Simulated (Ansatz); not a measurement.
Input:

```yaml
crystal:
  lattice:
    - [3.12859, 0.00000, 0.00000]
    - [0.00000, 5.01696, 0.00000]
    - [1.56430, 0.00000, 2.70944]
  atoms:
    - { symbol: Al, position: [0.66667, 0.50071, 0.66667] }
    - { symbol: Al, position: [0.33333, 0.00071, 0.33333] }
    - { symbol: N, position: [0.66667, 0.11929, 0.66667] }
    - { symbol: N, position: [0.33333, 0.61929, 0.33333] }
```

Space group of this cell: P6_3mc, wurtzite. The cell is taken as given; by r2SCAN its mean pressure is -4.4 GPa.

Method: r2SCAN (plane waves, PAW; Ansatz, a program for electronic structure).

The current runs along the normal of the first two printed vectors; no spin-orbit coupling. Scaled by the factor s: all lengths (ions clamped). Meshes 12×6×12 and 10×6 across the current in all rows.

```
s     mean pressure (GPa)  slowest mid-gap decay constant κ (1/Å)
----  -------------------  --------------------------------------
0.98                  8.9                                   0.325
1.00                 -4.4                                   0.300
1.02                -14.6                                       ?
```

Take the slope of the slowest mid-gap decay constant κ against ln s from the two given rows, extrapolate to s = 1.02, and say what the run there gives.

Slope = (0.325 − 0.300) / ln 0.98 = -1.24 1/Å. The line gives 0.300 + (-1.24) × ln 1.02 = 0.275 1/Å. The run gives 0.275 1/Å, as the line does.
